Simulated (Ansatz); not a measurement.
```
CELL_PARAMETERS angstrom
      6.69553     0.00001     0.22643
     -3.34791     5.80181    -0.10915
      0.32009     1.95156    26.18761
ATOMIC_POSITIONS crystal
  Si 0.05932 0.89265 0.06846
  Si 0.72518 0.22459 0.06990
  Si 0.39359 0.56019 0.07163
  Si 0.07123 0.56501 0.03926
  Si 0.73421 0.90276 0.03722
  Si 0.40589 0.24188 0.03759
  Si 0.01607 0.18316 0.19104
  Si 0.68539 0.51842 0.19103
  Si 0.34945 0.85161 0.19116
  Si 0.02811 0.86210 0.16002
  Si 0.69347 0.19408 0.16099
  Si 0.36081 0.52756 0.16214
  Si 0.97551 0.47719 0.31181
  Si 0.64140 0.80970 0.31180
  Si 0.30833 0.14425 0.31184
  Si 0.98504 0.15333 0.28166
  Si 0.65300 0.48735 0.28161
  Si 0.31871 0.82106 0.28174
  Si 0.93337 0.76961 0.43274
  Si 0.60004 0.10279 0.43158
  Si 0.26576 0.43644 0.43298
  Si 0.94422 0.44705 0.40236
  Si 0.61014 0.77862 0.40238
  Si 0.27631 0.11373 0.40248
  Si 0.89019 0.06261 0.55620
  Si 0.55602 0.39060 0.55426
  Si 0.22674 0.73304 0.55593
  Si 0.90127 0.73959 0.52395
  Si 0.57114 0.07324 0.52220
  Si 0.23447 0.40628 0.52426
  Cu 0.12831 0.13843 0.63347
  Cu 0.84090 0.27546 0.63410
  Cu 0.55347 0.41725 0.64092
  Cu 0.27310 0.56717 0.63534
  Cu 0.98593 0.70567 0.63288
  Cu 0.70191 0.85051 0.63712
  Cu 0.41519 0.99604 0.62910
  Cu 0.19770 0.73057 0.71471
  Cu 0.90946 0.86805 0.71606
  Cu 0.62133 0.01552 0.71606
  Cu 0.33396 0.15127 0.71641
  Cu 0.05362 0.29839 0.71599
  Cu 0.77136 0.44313 0.71660
  Cu 0.48029 0.58618 0.71710
  Cu 0.26356 0.31794 0.79702
  Cu 0.98013 0.46406 0.79639
  Cu 0.68967 0.60470 0.79714
  Cu 0.40410 0.74894 0.79660
  Cu 0.11870 0.88927 0.79638
  Cu 0.83289 0.03288 0.79674
  Cu 0.54929 0.17972 0.79701
  Cu 0.33260 0.91530 0.87666
  Cu 0.04475 0.05409 0.87726
  Cu 0.76009 0.19977 0.87756
  Cu 0.47330 0.34228 0.87880
  Cu 0.18833 0.47889 0.87709
  Cu 0.89862 0.62560 0.87668
  Cu 0.61070 0.76600 0.87757
  Cu 0.39209 0.49993 0.96447
  Cu 0.11230 0.64598 0.95257
  Cu 0.82709 0.79222 0.95684
  Cu 0.54100 0.92970 0.95844
  Cu 0.25567 0.07438 0.95843
  Cu 0.96465 0.21694 0.96038
  Cu 0.68053 0.36120 0.96030
```

The first 30 atoms are the substrate (Si), the rest the film (Cu).

Level of theory: PBE (plane waves to 420 eV, PAW; Ansatz, a first-principles code). No spin–orbit coupling; the runs are not spin-polarised; PBE gaps are too small against experiment. Its k-point mesh 5×5×1, Fermi–Dirac width 0.05 eV.

Question: Describe the bonding at the interfaces and give the barriers.

Answer: A periodic stack without vacuum, fcc Cu (1 1 1) on silicon (1 1 1) (film strained to the substrate, started from cuts of the bulks and a machine-learned relaxation): substrate slab Si30, film Cu35, surface cells [[1, -2], [1, 1]] and [[1, -3], [2, 1]], film strained by -1.4 and -1.4 %, outermost planes Si/Si and Cu/Cu as cut, which need not be the usual terminations and can put a slab off its formula.
- interface area: 38.9 Å²
- period: 26.16 Å
- gaps between the outermost planes at the two interfaces: 1.91 and 1.90 Å
- Cu–Si contacts across the interfaces within 1.22 times the sum of covalent radii: 18, mean 2.58 Å
- hole barrier (PBE): 0.10 eV
- electron barrier (PBE): 0.51 eV
